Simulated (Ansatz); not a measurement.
## O interstitial started at a bond centre + Ge on the Si site (second shell) in silicon

These are PBE, PAW (plane waves to 420 eV; Ansatz, an electronic-structure program) values and carry that method's errors. The supercell holds 64 host sites (2×2×2 repeats of the unit cell), with a 2×2×2 shifted k-point sampling for the final energies. Sites at the start: bond centre of Si and Si, 2.37 Å; Si 2.73 Å away. Energies of charged states are corrected for periodic images (point charge plus alignment at distant sites). Dielectric constants: PBE linear response of the host. Host gap at this level: 0.61 eV. Finite-size and sampling errors can reach tenths of an eV here. The semilocal functional narrows the gap, so deep levels can fall outside it. Spin–orbit coupling is left out. Each state is the lowest found from its start.

| charge | moment (μB) | point group | largest move off a lattice site (Å) | image correction with alignment (eV) |
|---|---|---|---|---|
| +1† | quenched | – | 0.42 | 0.19 |
| 0 | not spin-polarised | C1 | 0.41 | 0.00 |
| −1† | quenched | – | 0.43 | -0.01 |

† Not settled in this cell, so no level is given: charge +1: a level filled in part, carriers not clearly localised, level within 0.1 eV of a band edge or past it; charge −1: a level filled in part, carriers not clearly localised, level within 0.1 eV of a band edge or past it.

Point groups are those of the whole cell at tolerances of 0.03 and 0.1 Å ("near" where only the looser one holds); none is given for unsettled states.

Starting moments that weren't kept: charge +1 began with 1 μB and ended with 0.0; charge −1 began with 1 μB and ended with 0.0.

Flagged in the runs: a strain field that reaches the edge of the cell.
